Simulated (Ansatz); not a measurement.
Method: PBE (plane waves to 420 eV, PAW; Ansatz, a first-principles code).

Planar average of the electrostatic potential across the slab, in eV from the Fermi level, for a constructed model of the (111) surface of fcc Al, p(2x2) layer of Sn, one a cell, on the site that continues the host's stacking (bottom of the slab: a bare face, its two planes held):

```json
[
 {"z (Å)": "3.61", "V (eV)": "4.05"},
 {"z (Å)": "3.89", "V (eV)": "4.05"},
 {"z (Å)": "4.17", "V (eV)": "4.05"},
 {"z (Å)": "4.44", "V (eV)": "4.05"},
 {"z (Å)": "4.72", "V (eV)": "4.04"},
 {"z (Å)": "5.00", "V (eV)": "4.03"},
 {"z (Å)": "5.28", "V (eV)": "4.01"},
 {"z (Å)": "5.56", "V (eV)": "3.96"},
 {"z (Å)": "5.83", "V (eV)": "3.87"},
 {"z (Å)": "6.11", "V (eV)": "3.68"},
 {"z (Å)": "6.39", "V (eV)": "3.30"},
 {"z (Å)": "6.67", "V (eV)": "2.55"},
 {"z (Å)": "6.94", "V (eV)": "1.11"},
 {"z (Å)": "7.22", "V (eV)": "-1.66"},
 {"z (Å)": "7.50", "V (eV)": "-5.27"},
 {"z (Å)": "7.78", "V (eV)": "-6.96"},
 {"z (Å)": "8.06", "V (eV)": "-7.28"},
 {"z (Å)": "8.33", "V (eV)": "-7.12"},
 {"z (Å)": "8.61", "V (eV)": "-5.92"},
 {"z (Å)": "8.89", "V (eV)": "-2.82"},
 {"z (Å)": "9.17", "V (eV)": "-0.61"},
 {"z (Å)": "9.44", "V (eV)": "-1.12"},
 {"z (Å)": "9.72", "V (eV)": "-4.12"},
 {"z (Å)": "10.00", "V (eV)": "-6.64"},
 {"z (Å)": "10.28", "V (eV)": "-7.35"},
 {"z (Å)": "10.56", "V (eV)": "-7.35"},
 {"z (Å)": "10.83", "V (eV)": "-6.67"},
 {"z (Å)": "11.11", "V (eV)": "-4.18"},
 {"z (Å)": "11.39", "V (eV)": "-1.16"},
 {"z (Å)": "11.67", "V (eV)": "-0.63"},
 {"z (Å)": "11.94", "V (eV)": "-2.86"},
 {"z (Å)": "12.22", "V (eV)": "-5.98"},
 {"z (Å)": "12.50", "V (eV)": "-7.22"},
 {"z (Å)": "12.78", "V (eV)": "-7.39"},
 {"z (Å)": "13.06", "V (eV)": "-7.05"},
 {"z (Å)": "13.33", "V (eV)": "-5.38"},
 {"z (Å)": "13.61", "V (eV)": "-2.10"},
 {"z (Å)": "13.89", "V (eV)": "-0.43"},
 {"z (Å)": "14.17", "V (eV)": "-1.44"},
 {"z (Å)": "14.44", "V (eV)": "-4.63"},
 {"z (Å)": "14.72", "V (eV)": "-6.83"},
 {"z (Å)": "15.00", "V (eV)": "-7.36"},
 {"z (Å)": "15.28", "V (eV)": "-7.31"},
 {"z (Å)": "15.56", "V (eV)": "-6.47"},
 {"z (Å)": "15.83", "V (eV)": "-3.73"},
 {"z (Å)": "16.11", "V (eV)": "-0.95"},
 {"z (Å)": "16.39", "V (eV)": "-0.79"},
 {"z (Å)": "16.67", "V (eV)": "-3.32"},
 {"z (Å)": "16.94", "V (eV)": "-6.25"},
 {"z (Å)": "17.22", "V (eV)": "-7.27"},
 {"z (Å)": "17.50", "V (eV)": "-7.39"},
 {"z (Å)": "17.78", "V (eV)": "-6.95"},
 {"z (Å)": "18.06", "V (eV)": "-4.95"},
 {"z (Å)": "18.33", "V (eV)": "-1.69"},
 {"z (Å)": "18.61", "V (eV)": "-0.46"},
 {"z (Å)": "18.89", "V (eV)": "-2.00"},
 {"z (Å)": "19.17", "V (eV)": "-5.27"},
 {"z (Å)": "19.44", "V (eV)": "-7.00"},
 {"z (Å)": "19.72", "V (eV)": "-7.33"},
 {"z (Å)": "20.00", "V (eV)": "-7.14"},
 {"z (Å)": "20.28", "V (eV)": "-5.93"},
 {"z (Å)": "20.56", "V (eV)": "-2.71"},
 {"z (Å)": "20.83", "V (eV)": "0.06"},
 {"z (Å)": "21.11", "V (eV)": "0.66"},
 {"z (Å)": "21.39", "V (eV)": "0.62"},
 {"z (Å)": "21.67", "V (eV)": "1.25"},
 {"z (Å)": "21.94", "V (eV)": "1.86"},
 {"z (Å)": "22.22", "V (eV)": "1.57"},
 {"z (Å)": "22.50", "V (eV)": "1.15"},
 {"z (Å)": "22.78", "V (eV)": "1.80"},
 {"z (Å)": "23.06", "V (eV)": "2.98"},
 {"z (Å)": "23.33", "V (eV)": "3.61"},
 {"z (Å)": "23.61", "V (eV)": "3.92"},
 {"z (Å)": "23.89", "V (eV)": "4.07"},
 {"z (Å)": "24.17", "V (eV)": "4.15"},
 {"z (Å)": "24.44", "V (eV)": "4.19"},
 {"z (Å)": "24.72", "V (eV)": "4.21"},
 {"z (Å)": "25.00", "V (eV)": "4.22"},
 {"z (Å)": "25.28", "V (eV)": "4.22"},
 {"z (Å)": "25.56", "V (eV)": "4.23"},
 {"z (Å)": "25.83", "V (eV)": "4.23"},
 {"z (Å)": "26.11", "V (eV)": "4.23"},
 {"z (Å)": "26.39", "V (eV)": "4.23"}
]
```

Slab: 25 atoms, 13.8 Å thick at the start with caps and adatoms (thin: gaps and levels are the slab's own); k 8x8x1, smearing 0.1 eV, dipole-corrected; 8 atoms held, the rest relaxed; symmetry of the start imposed; no spin, no spin-orbit, no U. It is one candidate, not shown to be the stable structure of the face.

The vacuum level lies 4.23 eV above the Fermi level over the top face and 4.05 eV above it under the bottom face.
